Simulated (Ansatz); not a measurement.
Take Ba in the bcc (W type) structure (space group Im-3m, No. 229; a = 4.882 Å; relaxed with 0.1 eV smearing) as the base. Axes: x, y, z lie along the cube axes.

Structures relaxed with Ansatz (an electronic-structure program), PBEsol, PAW, cutoff 420 eV, no spin-orbit coupling.

Base:

Simulated powder pattern, Cu Kα1, λ = 1.54056 Å (kinematic, ideal powder, no thermal factors, no anomalous dispersion; the 8 strongest lines at most, above 2 %, up to 2θ = 90°):

| 2θ (°) | I/Imax (%) | hkl |
|---|---|---|
| 25.79 | 100 | (110) |
| 36.79 | 20 | (200) |
| 45.47 | 43 | (211) |
| 53.01 | 14 | (220) |
| 59.86 | 19 | (310) |
| 72.37 | 21 | (321) |
| 84.04 | 11 | (411) |
| 89.76 | 6.5 | (420) |

After one change:

Simulated powder pattern, Cu Kα1, λ = 1.54056 Å (kinematic, ideal powder, no thermal factors, no anomalous dispersion; the 8 strongest lines at most, above 2 %, up to 2θ = 90°):

```json
[
 {"2θ (°)": "25.66", "I/Imax (%)": "100"},
 {"2θ (°)": "25.79", "I/Imax (%)": "49"},
 {"2θ (°)": "36.79", "I/Imax (%)": "19"},
 {"2θ (°)": "45.16", "I/Imax (%)": "22"},
 {"2θ (°)": "45.39", "I/Imax (%)": "43"},
 {"2θ (°)": "52.73", "I/Imax (%)": "14"},
 {"2θ (°)": "71.83", "I/Imax (%)": "11"},
 {"2θ (°)": "72.13", "I/Imax (%)": "11"}
]
```

Which change produced these results?
(A) uniaxial strain ε_zz = +0.50 %
(B) uniaxial strain ε_zz = +1.00 %
(C) uniaxial strain ε_zz = +1.50 %
(D) uniaxial strain ε_zz = −0.50 %

B, uniaxial strain ε_zz = +1.00 %. Its volume per atom is 58.76 Å³ against 58.17 Å³, and its space group is I4/mmm (No. 139).

Whether these cells are dynamically stable was not tested.
